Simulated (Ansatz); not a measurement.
What isotropic strain −1.47 % does to InSb

Take InSb in the zinc blende structure (space group F-43m, No. 216; a = 6.5559 Å) as the base.

Modification: every lattice vector is shortened by 1.47 %, atoms relaxed at fixed cell.

Method: r2SCAN (Ansatz, a program for electronic structure), without spin-orbit coupling. Γ-centred 12×12×12 mesh, Fermi–Dirac width 0.05 eV.

```csv
quantity,base,changed,shift
volume per atom,35.22 Å³,33.69 Å³,-1.53 Å³
shortest interatomic distance,2.839 Å,2.797 Å,-0.042 Å
energy relative to the base (free energy F),0 meV/atom,+9.9 meV/atom,+9.9 meV/atom
pressure,0.0 GPa,2.2 GPa,+2.15 GPa
band gap,zero,0.30 eV,–
"valley order (the lowest conduction-band minima on the path, energy above the VBM, named in the base's zone)","Γ 0.02 eV; L along ⟨111⟩ 0.77 eV; a point along ⟨100⟩, about 0.8 Å⁻¹ from Γ 1.48 eV","Γ 0.30 eV; L along ⟨111⟩ 0.86 eV; a point along ⟨100⟩, about 0.8 Å⁻¹ from Γ 1.43 eV",–
```

Final structure:

```
InSb
1.0
    0.00000     3.22978     3.22978
    3.22978     0.00000     3.22978
    3.22978     3.22978     0.00000
Sb In
1 1
Direct
  0.75000   0.75000   0.75000
  0.00000   0.00000   0.00000
```

Spin-orbit coupling, missing from the scalar runs, can matter with Sb. Whether these cells are dynamically stable was not tested. All final runs are without spin polarisation. Gaps under 0.05 eV, about the width of the smearing, are given as zero. The zero or small gap of InSb can change with the level of theory.
